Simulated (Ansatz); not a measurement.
Given:

```yaml
crystal:
  lattice:
    - [0.00000, 2.59085, 2.59085]
    - [2.59085, 0.00000, 2.59085]
    - [2.59085, 2.59085, 0.00000]
  atoms:
    - { symbol: S, position: [0.00000, 0.00000, 0.00000] }
    - { symbol: Mg, position: [0.50000, 0.50000, 0.50000] }
```

A single point on MgSe with a change (Se → S), its geometry relaxed with PBEsol.

The values are results of Ansatz (a program for electronic structure) PBEsol, noncollinear with spin-orbit coupling, earlier PAW set, not measurements. k-mesh 11×11×11 (Γ-centred); smearing 0.05 eV (Fermi–Dirac).

### Question
Predict the hole mass, band gap, electron mass and pressure.

### Answer
- Hole mass (degenerate bands, along [100]): 0.32, 0.90 mₑ (at Γ)
- Band gap: 2.70 eV
- Electron mass: 0.53 mₑ along k, 0.29 mₑ across (at X)
- Pressure: 0.00 GPa

Single points use the geometry relaxed with PBEsol. Effective masses come from finite differences of ±0.01 Å⁻¹. Along k means along the line from Γ to the band edge. Stability against distortions was not tested. The cell was made from MgSe by this change: Se → S.
